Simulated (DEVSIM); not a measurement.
Structure: abrupt Si n-p junction, at 300 K.

| layer (left to right) | material | thickness (μm) | Nd (cm⁻³) | Na (cm⁻³) | τn (s) | τp (s) |
|---|---|---|---|---|---|---|
| 1 | Si | 0.480 | 1.4e15 | - | 0.00011 | 0.00011 |
| 2 | Si | 1.80 | - | 3.3e17 | 0.00011 | 0.00011 |

Left contact: ohmic. Right contact: ohmic. Voltage is applied to the left contact. Recombination: SRH at mid-gap, radiative. Gap narrowing is on: ΔEg = 6.92 meV × (l + √(l² + 0.5)), l = ln(N/1.3e17 cm⁻³), shared equally by both band edges. Mobility is μmin + (μ − μmin)/(1 + (N/Nref)^α).

Constants are typed, rounded textbook-type inputs, not results; the design itself was drawn at random and stands for no fabricated device. Values at 300 K.

```csv
parameter,Si
gap (eV),1.124
affinity (eV),4.05
permittivity,11.7
Nc (cm⁻³),2.86e19
Nv (cm⁻³),3.1e19
μn (cm²/Vs),1417
μp (cm²/Vs),470
"μn,min",52
"μp,min",45
"Nref,n",9.7e16
"Nref,p",2.2e17
αn,0.68
αp,0.72
B (cm³/s),4.7e-15
```

Simulated with DEVSIM: 1D drift-diffusion, Boltzmann statistics, complete ionisation; no tunnelling, impact ionisation, image-force lowering or self-heating.

Question: Give the dark forward current.

Answer: 
(V (V), J (A/cm²)): (-0.05, -3.4e-7); (-0.10, -2.4e-6); (-0.15, -1.5e-5); (-0.20, -8.9e-5); (-0.25, -0.00053); (-0.30, -0.0031); (-0.35, -0.017); (-0.40, -0.095); (-0.45, -0.50); (-0.50, -2.5); (-0.55, -12); (-0.60, -49); (-0.65, -170); (-0.70, -500); (-0.75, -1200); (-0.80, -2300)
